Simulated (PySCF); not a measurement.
PySCF 2.14.0, WB97X/def2-svp, df: Nb(Cl)(OH)4 ([OH][Nb]([OH])([OH])([OH])[Cl]), 10 atoms. The geometry is a generated start, not checked to be a minimum at this level.

task: energy
method: wb97x
basis: def2-svp
two-electron scheme: density fitting
mol.max_memory: 3000 MB
mf.max_cycle: 100
mf.init_guess: minao (default)
mf.DIIS: CDIIS (default)
mf.diis_space: 8 (default)
mf.conv_tol: 1e-09 (default)
mf.grids.level: 3 (default)
effective core potentials: those of the basis set, past Kr
basis functions: 125
grid points: 136880

```xyz
10

Nb     0.0466     0.0320     0.1419
Cl     1.8859    -0.6457     1.3612
O     -1.2699     0.4846    -1.0068
H     -1.8521     0.6467    -1.7471
O      0.5314     1.7412     0.4810
H      0.8390     2.6117     0.7412
O      0.8334    -0.8898    -1.3391
H      1.6738    -1.3658    -1.3323
O     -0.9757    -1.0601     1.1644
H     -1.7123    -1.5549     1.5356
```

Charge 0 and multiplicity 1 are set for this test and not shown to be the ground state.

One run each on 2 threads, 1 BLAS thread. Values of level_shift (Hartree) tried: 0 (default), 0.1, 0.3, 1.

Question: How does the count of Fock builds change with level_shift (Hartree), and where is it least?

Answer: Fewest Fock builds, within one of each other: 0 (default) with 14, 0.1 with 14. The count rises to 27 at 1. All converge to one solution.

```tsv
level_shift (Hartree)	Fock builds	end
0 (default)	14	same solution
0.1	14	same solution
0.3	16	same solution
1	27	same solution
```
